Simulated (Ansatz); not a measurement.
Abridged Ansatz (a program for electronic structure) output:

```
Pseudopotential: Mg, paw, valence charge 10
Crystal: 2 atoms, lattice volume = 45.197 Å³
Basis set: ecut = 500 eV, 1129 PW (Γ), exchange–correlation on 96×96×160 points (64 copies of the dense FFT grid, shifted against one another)
Bands: 14, of which v1, the nominal top of the filled ones, is band 10 counted from 1 (9 counted from 0)
Symmetry: 24 space group operations
k-points: 165 of 2601
Functional: x = r2scan, c = r2scan; τ floored in thin density (d = 2e-4 eV/Å³)
SCF iter   1: F=—  HF=-3852.807892 eV  |F-HF|=—  |Δ(HF+E_count)|=         —  Δρ=7.43e-3  dr2=7.98e-3  dr2_τ=6.45e-4  ethr=1.77e-3  ⟨swp⟩=5.6  Hψ=12726  notcnv=0
SCF iter   2: F=—  HF=-3852.815628 eV  |F-HF|=—  |Δ(HF+E_count)|=   7.74e-3  Δρ=3.10e-3  dr2=1.93e-3  dr2_τ=5.55e-5  ethr=3.99e-5  ⟨swp⟩=2.0  Hψ=5940  notcnv=0
SCF 1 converged in 6 iterations: F = -3852.816248 eV  dr2 = 8.68e-11
SCF converged after 6 iterations
Free energy (F): -3852.816248 eV
Internal energy: -3852.811049 eV  (E = F + TS)
E sigma→0 (E₀):  -3852.813649 eV
Entropy (-TS):   -0.005199 eV (-2.599 meV/atom)
Fermi energy:    5.836649 eV
--- Forces (eV/Å), atoms counted from 1 ---
  atom   1  Mg    -0.00000000    -0.00000000     0.00000000
  atom   2  Mg    -0.00000000     0.00000000     0.00000000
--- Stress (GPa, compression-positive) ---
       -0.006077      -0.000000       0.000000
       -0.000000      -0.006077       0.000000
        0.000000       0.000000      -0.008735
  P = ⅓ Tr σ = -0.0070 GPa (-0.070 kbar)
```

**Question.** What was computed, and what are the main results?

**Answer.** Mg, 2 atoms in the cell, with Ansatz, r2SCAN, PAW, cutoff 500 eV, spin-orbit coupling left out. The last SCF converged to F = -3852.816248 eV, or -1926.4081 eV per atom, at a pressure of -0.01 GPa. The total energy compares only with runs of the same code, potentials and settings.

Stability against distortions was not tested. The cell was made from Be by this change: Be → Mg.
